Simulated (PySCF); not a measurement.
PySCF 2.14.0, MP2 (frozen core)/cc-pvdz: CO[SiH2][SiH2]C[SiH3], 18 atoms. The geometry is a generated start, not checked to be a minimum at this level.

| Quantity | Value |
|---|---|
| task | mp2 |
| basis | cc-pvdz |
| two-electron scheme | exact four-centre integrals |
| frozen core | true |
| mf.init_guess | minao (default) |
| mf.DIIS | CDIIS (default) |
| mf.diis_space | 8 (default) |
| mf.conv_tol | 1e-09 (default) |
| basis functions (reference run) | 156 |

On 4 threads, 1 BLAS thread. Build: conda-forge: OpenMP (GNU), OpenBLAS with its own threads, libcint, Libxc. One run each, on a shared machine, so no times are given.

Values of mol.max_memory tried: 8000 MB, 4000 MB, 2000 MB, 1000 MB, 500 MB, 300 MB, 200 MB.

Which of these memory settings still run, and by which path?

It runs down to 200 MB, the lowest tried, with the same result. At 8000 MB: SCF integrals in memory, transformation in memory. From 500 MB down: direct SCF, transformation through a file.

| mol.max_memory | path | peak memory |
|---|---|---|
| 8000 MB | SCF integrals in memory, transformation in memory | 0.92 GiB |
| 4000 MB | SCF integrals in memory, transformation in memory | 0.93 GiB |
| 2000 MB | SCF integrals in memory, transformation in memory | 0.92 GiB |
| 1000 MB | SCF integrals in memory, transformation in memory | 0.92 GiB |
| 500 MB | direct SCF, transformation through a file | 0.69 GiB |
| 300 MB | direct SCF, transformation through a file | 0.70 GiB |
| 200 MB | direct SCF, transformation through a file | 0.69 GiB |

Peak memory is the kernel's count for the largest process, libraries included and scratch files not. The peak passes the setting at 500 MB, 300 MB, 200 MB: it is no hard cap. MP2's transformation through a file may take 2000 MB even at lower settings.
